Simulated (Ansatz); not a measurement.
Short convergence ladders for CaSi2Rh2 (I4mm, 5 atoms in the cell)

```
CELL_PARAMETERS angstrom
     -2.05101     2.05101     5.01954
      2.05101    -2.05101     5.01954
      2.05101     2.05101    -5.01954
ATOMIC_POSITIONS crystal
  Ca 0.00498 0.00498 0.00000
  Si 0.62739 0.62739 0.00000
  Si 0.37261 0.37261 0.00000
  Rh 0.75000 0.25000 0.50000
  Rh 0.25000 0.75000 0.50000
```

Base method: LDA (PW92), default PAW files made with PBE (plane waves; Ansatz, a first-principles code).

Base settings: basis.ecutwfc = 420 eV; kpoints.mp_grid.grid = 11 11 11; hamiltonian.xc = lda; hamiltonian.pseudopotentials = {kind: paw} (the program's default PAW files); scf.occupations.method = gaussian; scf.occupations.width = 0.1 eV.

The count of work is k-points × plane waves × bands × iterations; it is no time. Core times come from one kind of shared machine, to one figure; runs under 30 s give none.

**The k-point mesh**

Only quantities that move along the ladder and can be compared are tabulated.

```csv
kpoints.mp_grid.grid,free energy less the last step's (meV/atom),pressure (GPa),largest difference of a force vector from the last step's (eV/Å),count of work / last
2 2 2,-32.20,-8.75,0.069,0.0080
3 3 3,8.83,-7.64,0.396,0.0094
4 4 4,8.06,-7.81,0.060,0.020
6 6 6,2.85,-7.92,0.073,0.047
8 8 8,-0.41,-7.97,0.005,0.092
10 10 10,-0.26,-7.96,0.017,0.16
11 11 11,-0.22,-7.97,0.019,0.20
13 13 13,-0.04,-7.98,0.001,0.31
20 20 20,0.00,-7.98,0.000,1.0
```

Coarsest kpoints.mp_grid.grid that holds the pressure within 0.05 GPa of the last step, with all finer ones: 8 8 8, at 0.092 of the last step's count of work; the step before is off by 0.06 GPa.

Coarsest kpoints.mp_grid.grid that holds the free energy within 2 meV/atom of the last step, with all finer ones: 8 8 8, at 0.092 of the last step's count of work; the step before is off by 2.8 meV/atom.

Coarsest kpoints.mp_grid.grid that holds the forces within 0.01 eV/Å of the last step, with all finer ones: 13 13 13, at 0.31 of the last step's count of work; the step before is off by 0.019 eV/Å.

Two neighbours can agree and both be off: 3 3 3 and 4 4 4 differ by 0.77 meV/atom in the free energy, yet lie about 8.1 meV/atom from the last step.

**The k-point mesh at a smearing width of 0.05 eV**

In this ladder: scf.occupations.width = 0.05 eV.

Only quantities that move along the ladder and can be compared are tabulated.

```csv
kpoints.mp_grid.grid,free energy less the last step's (meV/atom),pressure (GPa),largest difference of a force vector from the last step's (eV/Å),count of work / last,core time / last (rough)
4 4 4,9.17,-7.78,0.082,0.016,–
5 5 5,2.80,-7.83,0.086,0.022,–
6 6 6,3.06,-7.90,0.093,0.036,–
7 7 7,-0.99,-7.97,0.015,0.048,–
8 8 8,-0.25,-7.97,0.006,0.071,–
12 12 12,0.02,-7.97,0.016,0.20,0.2
18 18 18,0.07,-7.98,0.004,0.58,0.4
22 22 22,0.00,-7.99,0.000,1.0,1
```

Coarsest kpoints.mp_grid.grid that holds the pressure within 0.05 GPa of the last step, with all finer ones: 7 7 7, at 0.048 of the last step's count of work; the step before is off by 0.08 GPa.

Coarsest kpoints.mp_grid.grid that holds the forces within 0.02 eV/Å of the last step, with all finer ones: 7 7 7, at 0.048 of the last step's count of work; the step before is off by 0.093 eV/Å.

Coarsest kpoints.mp_grid.grid that holds the free energy within 2 meV/atom of the last step, with all finer ones: 7 7 7, at 0.048 of the last step's count of work; the step before is off by 3.1 meV/atom.

Two neighbours can agree and both be off: 5 5 5 and 6 6 6 differ by 0.26 meV/atom in the free energy, yet lie about 3.1 meV/atom from the last step.

**The width of Gaussian smearing**

In this ladder: kpoints.mp_grid.grid = 18 18 18.

Narrow widths need finer meshes than wide ones, so the last steps can hold mesh noise.

Only quantities that move along the ladder and can be compared are tabulated; pressure and forces are left out, as mesh noise rules them at narrow widths.

| scf.occupations.width | free energy less the last step's (meV/atom) | energy extrapolated to zero width less the last step's (meV/atom) | core time / last (rough) |
|---|---|---|---|
| 1 eV | -99.51 | 8.84 | 0.8 |
| 0.5 eV | -21.34 | 1.82 | 1 |
| 0.3 eV | -6.67 | 0.29 | 0.6 |
| 0.1 eV | 0.00 | 0.00 | 1 |

Widest scf.occupations.width that holds the energy extrapolated to zero width within 1 meV/atom of the last step, with all finer ones: 0.3 eV; the step before is off by 1.8 meV/atom.

Widest scf.occupations.width that holds the free energy within 5 meV/atom: not settled: the last two steps still differ by 6.7 meV/atom, over half the tolerance, so the ladder does not show it.

The extrapolation to zero width removes most of the smearing's effect on the energy.

On the base run: the starting cell comes from a database of computed structures (which also holds hypothetical and non-ambient phases and stackings), without a prior relaxation at this level. Its lattice was rescaled by up to half a per cent. One atom was moved a little off its site on purpose. Spin polarisation is off. In the base run, with a pressure of about -8 GPa the cell is away from its equilibrium volume at this level. Ansatz's pressure includes its estimate of the finite-basis (Pulay) stress.

Left out of this page: 2 runs of the series outside the window shown, repeating another row's setting, or not comparable.

Keys are those of Ansatz 0.2.
